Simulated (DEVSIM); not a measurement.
Device: Cr/SiO2/p-Si capacitor, at 300 K.

```csv
layer (left to right),material,thickness (nm),Na (cm⁻³)
1,SiO2,8.00,-
2,Si,6600,7.6e15
```

Metal gate on the left, work function 4.5 eV. Fixed charge at the semiconductor interface 0 cm⁻² (in units of +e); no interface traps.

Constants are typed, rounded textbook-type inputs, not results; the design itself was drawn at random and stands for no fabricated device. Values at 300 K.

```csv
parameter,SiO2,Si
gap (eV),9,1.124
affinity (eV),0.9,4.05
permittivity,3.9,11.7
Nc (cm⁻³),-,2.86e19
Nv (cm⁻³),-,3.1e19
```

Model (solved in DEVSIM): 1D Poisson equation in equilibrium, Boltzmann statistics, complete ionisation; no quantum confinement or tunnelling. Metal contacts follow the ideal Schottky-Mott rule: no Fermi-level pinning, no interface dipoles.

Q: Tabulate band edges, carrier densities and field at 0.1 V on the gate.

A: Energies count from the Fermi level of the right contact; mesh points crowd at the junctions.

```
x (μm)    Ec (eV)  Ev (eV)  n (cm⁻³)  p (cm⁻³)  field (V/cm)
--------  -------  -------  --------  --------  ------------
0.000       3.500   -5.500     < 1e2     < 1e2         98000
0.001351    3.513   -5.487     < 1e2     < 1e2         98000
0.003804    3.537   -5.463     < 1e2     < 1e2         98000
0.006389    3.563   -5.437     < 1e2     < 1e2         98000
0.008169    0.429   -0.695    1.8e12     6.5e7         33000
0.009940    0.435   -0.689    1.4e12     8.2e7         32000
0.01407     0.448   -0.676    8.5e11     1.4e8         32000
0.02898     0.494   -0.630    1.4e11     8.2e8         30000
0.05849     0.579   -0.545     5.5e9    2.1e10         27000
0.1273      0.735   -0.389     1.3e7    9.0e12         19000
0.2880      0.894   -0.230     27000    4.3e15          2900
0.8671      0.909   -0.215     15000    7.6e15           ≈ 0
2.014       0.909   -0.215     15000    7.6e15           ≈ 0
4.257       0.909   -0.215     15000    7.6e15           ≈ 0
5.866       0.909   -0.215     15000    7.6e15           ≈ 0
6.291       0.909   -0.215     15000    7.6e15           ≈ 0
6.473       0.909   -0.215     15000    7.6e15           ≈ 0
6.551       0.909   -0.215     15000    7.6e15           ≈ 0
6.590       0.909   -0.215     15000    7.6e15           ≈ 0
6.601       0.909   -0.215     15000    7.6e15           ≈ 0
6.606       0.909   -0.215     15000    7.6e15           ≈ 0
6.608       0.909   -0.215     15000    7.6e15           ≈ 0
```
